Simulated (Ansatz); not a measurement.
SiTe₂ (model structure, started from the rutile type, P4₂/mnm, No. 136, 6 atoms in the cell), treated with r²SCAN (plane waves, PAW; Ansatz, an electronic-structure program).

Numerical settings: plane-wave cutoff 560 eV, 10×10×14 k mesh (along the axes of the cell as run), Fermi–Dirac smearing 0.05 eV, scalar-relativistic PAW data made under PBE.

Cell (relaxed at this level):

```
CELL_PARAMETERS angstrom
      6.48688     0.00000     0.00000
      0.00000     6.48688     0.00000
      0.00000     0.00000     4.01859
ATOMIC_POSITIONS crystal
  Si 0.00000 0.00000 0.00000
  Si 0.50000 0.50000 0.50000
  Te 0.30190 0.30190 0.00000
  Te 0.80190 0.19810 0.50000
  Te 0.19810 0.80190 0.50000
  Te 0.69810 0.69810 0.00000
```

### Question
What does this level give for the bulk modulus?

### Answer

* **bulk modulus**: 50.6 GPa

The run finds no gap.

Note: the bulk modulus is −V dP/dV from two relaxed cells at ±2 % in volume; the relaxation could raise the start's symmetry but not lower it, so the cell can be a saddle point.

Spin–orbit coupling is not included; it can open a gap where bands touch, and shift volumes and moduli.

The computed numbers hold no vibrational or temperature effects.

The result took around 10 core-minutes (rough).

A model structure was made by putting elements into a prototype or built by hand; it is no filed structure, need not be a known phase, and can be a saddle point held by its symmetry.
